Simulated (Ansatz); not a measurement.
## A constructed model of the (0001) surface of hcp Zr, a layer of Nb in place of the second plane (bottom of the slab: a bare face, its two planes held)

Method: PBE (plane waves to 420 eV, PAW; Ansatz, an electronic-structure program).

Set-up: 6 atoms, 12.8 Å thick at the start; mesh 13x13x1; 0.1 eV smearing; dipole correction on; 2 atoms held, the rest relaxed; held to the start's symmetry, so lower structures may exist; no spin, no spin-orbit, no U. It is one candidate, not shown to be the stable structure of the face.

work function of the top face: 3.98 eV
energy released by relaxation: 0.16 eV
cost: very roughly 110 core-seconds
